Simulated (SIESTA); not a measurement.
Worked example: relaxation of cell and atoms of Bi (R-3m, 2 atoms in the cell) in SIESTA.

Method: GGA PBE, numerical atomic orbitals DZP, PseudoDojo PBE standard norm-conserving potentials (rewritten from UPF to PSML) (SIESTA).

```yaml
crystal:
  lattice:
    - [4.22706, -2.30844, 0.00000]
    - [4.22706, 2.30844, 0.00000]
    - [2.96639, 0.00000, 3.79440]
  atoms:
    - { symbol: Bi, position: [0.23400, 0.23400, 0.23400] }
    - { symbol: Bi, position: [0.76600, 0.76600, 0.76600] }
```

Reference input (self-consistent single point, DFT, GGA PBE, numerical atomic orbitals DZP, PseudoDojo PBE standard norm-conserving potentials (rewritten from UPF to PSML)): XC.functional = GGA; XC.authors = PBE; potentials = PseudoDojo PBE standard; PAO.BasisSize = DZP; PAO.EnergyShift = 0.01 Ry; MeshCutoff = 350 Ry; kgrid.MonkhorstPack = 9 9 9; OccupationFunction = MP; OccupationMPOrder = 0; ElectronicTemperature = 3156.43 K; MaxSCFIterations = 150; SCF.Mixer.Method = Broyden. This run's input differs from it in these lines:

```diff
@@ -41,2 +41,7 @@
 Diag.ParallelOverK           true
+MD.TypeOfRun                 CG
+MD.Steps                     40
+MD.MaxForceTol               0.02 eV/Ang
+MD.VariableCell              true
+MD.MaxStressTol              0.05 GPa
 WriteForces                  true
```

Output, abridged:

```
        iscf     Eharris(eV)        E_KS(eV)     FreeEng(eV)     dDmax    Ef(eV) dHmax(eV)
   scf:    1    -4452.815195    -4449.577215    -4449.586754  0.459063 -3.016726  2.791329
   scf:    2    -4449.711727    -4449.645320    -4449.654763  0.014918 -3.065041  2.396312
   scf:    3    -4449.950755    -4449.824355    -4449.833374  0.074075 -3.350809  0.093797
   scf:    4    -4449.825556    -4449.824974    -4449.833993  0.001566 -3.357205  0.067256
   scf:    5    -4449.826715    -4449.826076    -4449.835127  0.003643 -3.357592  0.006538
   [... 3 lines left out ...]
   scf:    9    -4449.826073    -4449.826075    -4449.835137  0.000144 -3.354607  0.000395
   scf:   10    -4449.826074    -4449.826074    -4449.835137  0.000047 -3.354435  0.000323
   scf:   11    -4449.826074    -4449.826074    -4449.835137  0.000013 -3.354405  0.000292
   scf:   12    -4449.826074    -4449.826074    -4449.835137  0.000006 -3.354405  0.000265
SCF Convergence by DM+H criterion
max |DM_out - DM_in|         :     0.0000058209
max |H_out - H_in|      (eV) :     0.0002647871
SCF cycle converged after 12 iterations

Using DM_out to compute the final energy and forces

siesta: E_KS(eV) =            -4449.8261

siesta: E_KS - E_eggbox =     -4449.8261

siesta: Atomic forces (eV/Ang):
     1    0.164407    0.000000    0.054624
     2   -0.164406    0.000000   -0.054624
   Tot    0.000000    0.000000    0.000000
   Max    0.164407
   Res    0.100022    sqrt( Sum f_i^2 / 3N )
   Max    0.164407    constrained

Stress tensor Voigt[x,y,z,yz,xz,xy] (kbar):       -1.85        1.82        1.41        0.00       -1.22        0.00
(Free)E + p*V (eV/cell)    -4449.8564
Target enthalpy (eV/cell)    -4449.8351

siesta: Stress tensor (static) (eV/Ang**3):
   [... lines left out ...]
siesta: Pressure (static):         -0.45960301  kBar
siesta: Pressure (total):         -0.45960301  kBar
No target stress found, assuming hydrostatic MD.TargetPressure.
Target stress (kBar)
outcell: Cell volume (Ang**3)        :     73.3778
        iscf     Eharris(eV)        E_KS(eV)     FreeEng(eV)     dDmax    Ef(eV) dHmax(eV)
siesta: Pressure (static):         -0.30412033  kBar
siesta: Pressure (total):         -0.30412033  kBar
outcell: Cell volume (Ang**3)        :     73.3778
siesta: FreeEng =     -4449.839726
   [... lines left out ...]
siesta:     0.000110   -0.000000   -0.000042
siesta:    -0.000000    0.000237    0.000000
siesta:    -0.000042    0.000000    0.000223

siesta: Cell volume =         73.377828 Ang**3

siesta: Pressure (static):
siesta:                Solid            Molecule  Units
siesta:          -0.00000207         -0.00000428  Ry/Bohr**3
siesta:          -0.00018982         -0.00039320  eV/Ang**3
siesta:          -0.30412033         -0.62997186  kBar
```

The run converged. 

Summary of the result:
```
Property                                                                Result
------------------------------------  ----------------------------------------
Free energy E − TS                                               -4449.8397 eV
Fermi level (on the code's own zero)                                  -3.34 eV
Pressure                                                             -0.03 GPa
Largest force (vector length)                                       0.007 eV/Å
Final cell                            a = b = c = 4.8055 Å, α = β = γ = 57.18°
Final volume per atom                                                 36.69 Å³
Relaxation steps                                                            11
```

The starting cell has typed, rounded lattice constants, without a prior relaxation at this level. Its lattice was rescaled by a random factor within 2.5 % of one. Values carry the incompleteness of an atom-centred basis.

Cost on one core of a shared machine: roughly 90 s.
